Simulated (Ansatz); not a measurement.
# Ir: response to strain

The reference is Ir in the fcc (Cu type) structure (space group Fm-3m, No. 225; a = 3.846 Å; relaxed with 0.1 eV smearing). Axes: x, y, z lie along the cube axes.

Strains are applied to the cell and any free atomic positions relax; under biaxial strain the out-of-plane vector relaxes too; under stress the whole cell relaxes.

The values are results of r2SCAN (Ansatz, an electronic-structure program, PAW, no spin-orbit coupling), earlier PAW set, not measurements.

Notes on the quantities. pressure: mean of the normal stresses, compression positive; energy relative to the base: free energy F.

```csv
variant,pressure,volume per atom,energy relative to the base
base,0.0 GPa,14.22 Å³,0 meV/atom
"biaxial strain +4.79 %, plane normal [001], relaxed out of plane",-16.9 GPa,15.04 Å³,+119 meV/atom
"biaxial strain +4.86 %, plane normal [001], relaxed out of plane",-17.1 GPa,15.05 Å³,+122 meV/atom
"biaxial strain +0.65 %, plane normal [111], relaxed out of plane",-3.5 GPa,14.36 Å³,+3.1 meV/atom
isotropic strain −1.30 %,16.4 GPa,13.67 Å³,+27 meV/atom
isotropic strain −1.01 %,12.4 GPa,13.79 Å³,+16 meV/atom
isotropic strain +3.48 %,-29.8 GPa,15.75 Å³,+159 meV/atom
uniaxial strain ε_xx = −1.88 %,7.6 GPa,13.95 Å³,+10 meV/atom
"uniaxial stress, 8 GPa tension along x",–,…,…
tensor shear ε_xz = +0.75 %,0.1 GPa,14.22 Å³,+2.8 meV/atom
```

Complete the table.


- uniaxial stress, 8 GPa tension along x, volume per atom: 14.32 Å³
- uniaxial stress, 8 GPa tension along x, energy relative to the base: +5.9 meV/atom

Stability under load was not tested beyond the relaxation. All final runs are without spin polarisation.
